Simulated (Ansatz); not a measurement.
BN (model structure, started from the rocksalt type, Fm-3m, No. 225, 2 atoms in the cell), treated with LDA (Ansatz, an electronic-structure program, plane waves, PAW).

Numerical settings: plane-wave cutoff 520 eV, 18×18×18 k mesh, scalar-relativistic PAW data made under PBE.

Cell (relaxed at this level):

```yaml
crystal:
  lattice:
    - [0.00000, 1.72965, 1.72965]
    - [1.72965, 0.00000, 1.72965]
    - [1.72965, 1.72965, 0.00000]
  atoms:
    - { symbol: N, position: [0.00000, 0.00000, 0.00000] }
    - { symbol: B, position: [0.50000, 0.50000, 0.50000] }
```

Question: Give the computed Voigt–Reuss–Hill bulk modulus, polycrystal shear modulus (Hill average), Young modulus and Poisson ratio.

Answer: 
Voigt–Reuss–Hill bulk modulus: 418 GPa
polycrystal shear modulus (Hill average): 360 GPa
Young modulus: 839 GPa
Poisson ratio: 0.165

Note: the relaxation could raise the start's symmetry but not lower it, so the cell can be a saddle point.

Elastic constants are with the ions relaxed.

It cost roughly 50 core-seconds of CPU time.

A model structure was made by putting elements into a prototype or built by hand; it is no filed structure, need not be a known phase, and can be a saddle point held by its symmetry.
